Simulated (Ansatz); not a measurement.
**Cost against accuracy: vacuum between outermost atoms (Å) for a sheet of PtSe2 (3 atoms in the cell)**

```yaml
crystal:
  lattice:
    - [3.68821, 0.00000, 0.00000]
    - [-1.84410, 3.19408, 0.00000]
    - [0.00000, 0.00000, 16.98204]
  atoms:
    - { symbol: Pt, position: [0.00000, 0.00000, 0.50000] }
    - { symbol: Se, position: [0.33333, 0.66667, 0.58780] }
    - { symbol: Se, position: [0.66667, 0.33333, 0.41220] }
```

Level of theory: PBE, PAW files (plane waves; Ansatz, a first-principles code).

Base settings: kpoints.mp_grid.grid = 7 7 1; hamiltonian.xc = pbe; hamiltonian.pseudopotentials = {kind: paw} (the program's default PAW files); scf.occupations.method = cold; scf.occupations.width = 0.1 eV.

Misses are taken against the tightest run, 28.0, which need not be fully converged itself. The energy is the free energy per atom.

The count of work is k-points × plane waves × bands × iterations; it is no time, and leaves out set-up, grids and terms that scale otherwise. 

The starting cell was generated: these elements placed on a structure prototype, without a prior relaxation; it need not be a known phase or ordering of this composition. Its lattice was rescaled in the plane by a random factor within 2.5 % of one. Spin-orbit coupling is off. In the base run, forces exceed 1 eV/Å.

The runs (vacuum between outermost atoms (Å)): 3.0 (width narrowed by the program to 0.0447 eV) | 4.0 | 5.0 | 6.0 | 8.0 | 10.0 | 12.0 | 14.0 | 15.0 | 18.0 | 22.0 | 28.0.

Question: Which is the coarsest setting among those run that, with all tighter ones, holds the energy within 5 meV/atom of the reference, and what does it save?

Answer: 4.0, off by 2.9 meV/atom; it needs 0.25 of the reference's count of work.

Question: Which is the coarsest setting among those run that, with all tighter ones, holds the energy within 0.5 meV/atom of the reference, and what does it save?

Answer: 8.0, off by 0.16 meV/atom; it needs 0.36 of the reference's count of work.

Question: What does the step from 4.0 to 22.0 buy?

Answer: It takes the miss in the energy from 2.9 to 0.02 meV/atom, for 2.9 times the count of work.

| vacuum between outermost atoms (Å) | energy less reference (meV/atom) | largest difference in the force on any atom (eV/Å) | gap on the mesh less reference (eV) | count of work / reference |
|---|---|---|---|---|
| 3.0 (width narrowed by the program to 0.0447 eV) | -17.04 | 0.166 | -0.681 | 0.28 |
| 4.0 | -2.88 | 0.049 | -0.197 | 0.25 |
| 5.0 | 0.68 | 0.015 | -0.059 | 0.29 |
| 6.0 | 0.76 | 0.005 | -0.017 | 0.29 |
| 8.0 | 0.16 | 0.000 | -0.001 | 0.36 |
| 10.0 | 0.03 | 0.000 | 0.000 | 0.42 |
| 12.0 | 0.02 | 0.000 | 0.000 | 0.48 |
| 14.0 | 0.01 | 0.000 | 0.000 | 0.55 |
| 15.0 | 0.00 | 0.000 | 0.000 | 0.58 |
| 18.0 | 0.01 | 0.000 | 0.000 | 0.60 |
| 22.0 | 0.02 | 0.000 | 0.000 | 0.72 |
| 28.0 | 0.00 | 0.000 | 0.000 | 1.0 |

Keys are those of Ansatz 0.2.
